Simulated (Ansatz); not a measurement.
An Ansatz (a quantum-chemistry and plane-wave program) input (Ansatz, r2SCAN, PAW, cutoff 500 eV, scalar-relativistic without spin-orbit coupling):

Ansatz 0.2 input:
```yaml
crystal:
  lattice:
    - [0, 2.987247201, 2.987247201]
    - [2.987247201, 0, 2.987247201]
    - [2.987247201, 2.987247201, 0]
  atoms:
    - { symbol: S, position: [0, 0, 0] }
    - { symbol: Pb, position: [0.5, 0.5, 0.5] }
basis: { ecutwfc: 500, ecutrho_ratio: 4, xc_grid: 4, fft_grid_basis: typed }
kpoints: { mp_grid: { grid: [10, 10, 10] } }
hamiltonian:
  xc: r2scan
  dispersion: none
  pseudopotentials: { kind: paw }
scf: { occupations: { method: fermi_dirac, width: 0.05 }, convergence: { dr2_threshold: 0.0000000002 } }
output: { forces: true, stress: true }
```

Which symmetry and how many k-points will the program report, and about how many plane waves at Γ?

Space group Fm-3m (ITA 225) with 48 operations, k-points 47 of 1000, and 1363 plane waves at Γ.

Stability against distortions was not tested. The cell is PbS in the rock salt structure (space group Fm-3m, No. 225).
